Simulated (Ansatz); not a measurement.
We consider Si (model structure, started from the Ge type, P4₃2₁2, No. 96, 12 atoms in the cell), described by r²SCAN+rVV10 in Ansatz (PAW).

Numerical settings: plane-wave cutoff 560 eV, 6×6×6 k mesh, Fermi–Dirac smearing 0.01 eV, scalar-relativistic PAW data made under PBE.

Cell (relaxed at this level):

```
Si
1.0
    5.66205     0.00000     0.00000
    0.00000     5.66205     0.00000
    0.00000     0.00000     6.82136
Si
12
Direct
  0.07995   0.07995   0.00000
  0.42005   0.57995   0.75000
  0.92005   0.92005   0.50000
  0.57995   0.42005   0.25000
  0.16521   0.37313   0.23809
  0.12687   0.66521   0.98809
  0.83479   0.62687   0.73809
  0.87313   0.33479   0.48809
  0.66521   0.12687   0.01191
  0.62687   0.83479   0.26191
  0.33479   0.87313   0.51191
  0.37313   0.16521   0.76191
```

Give the computed band gap and smallest direct gap on the k points sampled.


- band gap: 1.41 eV (indirect)
- smallest direct gap on the k points sampled: 1.63 eV

Note: the relaxation could raise the start's symmetry but not lower it, so the cell can be a saddle point.

Static lattice: no zero-point or thermal effects.

A model structure was made by putting elements into a prototype or built by hand; it is no filed structure, need not be a known phase, and can be a saddle point held by its symmetry.

Ansatz is a program for electronic structure.
